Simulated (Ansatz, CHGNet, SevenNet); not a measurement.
Ladder of methods for the equilibrium lattice constant a of AlB2-type HfB2

Reference value: 3.14 Å (measured, temperature not stated, copied from a table, unchecked, not corrected to a static lattice; as tabulated in Journal of Nuclear Materials 21, 14 (1967)).

Question: What do CHGNet 0.3.0, CHGNet-r²SCAN, SevenNet-0, LDA, PBE, PBEsol, PBE-D3(BJ), PBE-D4, rVV10, r²SCAN, HSE06, PBE0 give, and how far is each from the reference?

Answer: 
```tsv
level (code)	value (Å)	difference (%)
CHGNet 0.3.0 (CHGNet)	3.144	+0.13
CHGNet-r²SCAN (CHGNet)	3.124	-0.51
SevenNet-0 (SevenNet)	3.142	+0.06
LDA (Ansatz)	3.103	-1.18
PBE (Ansatz)	3.145	+0.16
PBEsol (Ansatz)	3.128	-0.38
PBE-D3(BJ) (Ansatz)	3.122	-0.57
PBE-D4 (Ansatz)	3.128	-0.38
rVV10 (Ansatz)	3.146	+0.19
r²SCAN (Ansatz)	3.136	-0.13
HSE06 (Ansatz)	3.135	-0.16
PBE0 (Ansatz)	3.134	-0.19
```

The reference's temperature isn't stated, so close values are not ranked against it.

The reference has no zero-point or thermal correction, while the calculations are for a static lattice, so the differences are not the levels' errors alone. A static lattice is as a rule a little smaller than the measured one.  Density-functional levels without +SOC have no spin–orbit coupling. Cutoffs and k meshes differ between the levels. Ansatz's density-functional and Hartree–Fock values are scalar-relativistic unless marked +SOC, with PAW data made under PBE.

Machine-learned potentials (CHGNet 0.3.0, CHGNet-r²SCAN, SevenNet-0) are trained on DFT data, which may include these solids.

Differences are worked out from the printed values.

Ansatz is an electronic-structure program.
